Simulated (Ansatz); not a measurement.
## HgTe: point defects

Take an 8-atom supercell of HgTe in the zinc blende structure (space group F-43m, No. 216) at its relaxed geometry as the base.

```
CELL_PARAMETERS angstrom
     -6.50991     0.00000     0.00000
      0.00000     0.00000     6.50991
      0.00000     6.50991     0.00000
ATOMIC_POSITIONS crystal
  Te 0.25000 0.75000 0.75000
  Te 0.75000 0.75000 0.25000
  Te 0.75000 0.25000 0.75000
  Te 0.25000 0.25000 0.25000
  Hg 0.00000 0.00000 0.00000
  Hg 0.50000 0.00000 0.50000
  Hg 0.50000 0.50000 0.00000
  Hg 0.00000 0.50000 0.50000
```

One neutral defect a cell, atoms relaxed at fixed cell.

All numbers come from plane-wave PAW DFT at the PBEsol level (Ansatz, a quantum-chemistry and plane-wave program, 420 eV), no spin-orbit coupling, earlier PAW set.

```json
[
 {"change": "perfect supercell", "pressure": "0.0 GPa", "largest displacement of a host atom from its site in the perfect cell": "–"},
 {"change": "Hg vacancy", "pressure": "-2.7 GPa", "largest displacement of a host atom from its site in the perfect cell": "0.08 Å"},
 {"change": "I on a Te site", "pressure": "2.7 GPa", "largest displacement of a host atom from its site in the perfect cell": "0.18 Å"},
 {"change": "H interstitial (started 2.82 Å from the nearest host atom), symmetric start", "pressure": "0.0 GPa", "largest displacement of a host atom from its site in the perfect cell": "0.06 Å"},
 {"change": "Hg interstitial (started 2.66 Å from the nearest host atom)", "pressure": "0.3 GPa", "largest displacement of a host atom from its site in the perfect cell": "1.45 Å"},
 {"change": "Te vacancy", "pressure": "-1.5 GPa", "largest displacement of a host atom from its site in the perfect cell": "1.79 Å"}
]
```

The cell is small, so the values are those of an ordered compound at a high defect concentration; dilute-limit values will differ. The mesh was chosen for an insulator and is coarse for the gapless case. Defects with a symmetric start kept the site's symmetry and may sit on a saddle; the others started slightly shaken. All final runs are without spin polarisation.
